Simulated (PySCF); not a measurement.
PySCF 2.14.0, PBE0/def2-svp: acene of 2 rings, 18 atoms. The geometry is a generated start, not checked to be a minimum at this level.

```
Item                                       Value
-------------------  ---------------------------
task                                      energy
method                                      pbe0
basis                                   def2-svp
two-electron scheme  exact four-centre integrals
mol.max_memory                           3000 MB
mf.init_guess                    minao (default)
mf.DIIS                          CDIIS (default)
mf.diis_space                        8 (default)
mf.conv_tol                      1e-09 (default)
mf.grids.level                       3 (default)
basis functions                              180
grid points                               219648
```

It runs on a single node (AMD EPYC (Zen 5), 96 cores on 1 socket, no SMT, 12 L3 cache groups; 94 cores' worth of CPU time may be used).

Wall times, medians of two to five repeats, each run alone on the node (launch to exit). Processes are pinned to neighbouring cores unless said otherwise. The times hold for this build (conda-forge: OpenMP (GNU), OpenBLAS with its own threads, libcint, Libxc). Scratch files lie in a memory file system.

Started as
```bash
OMP_NUM_THREADS=32 OPENBLAS_NUM_THREADS=1 python -u run.py
```
(32 threads, 1 BLAS thread) it takes 2.0 s and 11 Fock builds (products with the orbital Hessian counted alike).

Q: Estimate the wall time with 32 threads, 1 BLAS thread, spread over cache groups.

A: About 2.4 s (3 runs within 15 %): 1.2× as long. The largest move is in exchange-correlation on the grid (vxc): 0.83 s to 1.1 s. Launch, exit and the like take 0.75 s of the 2.0 s. Change in the result: energy equal as printed.
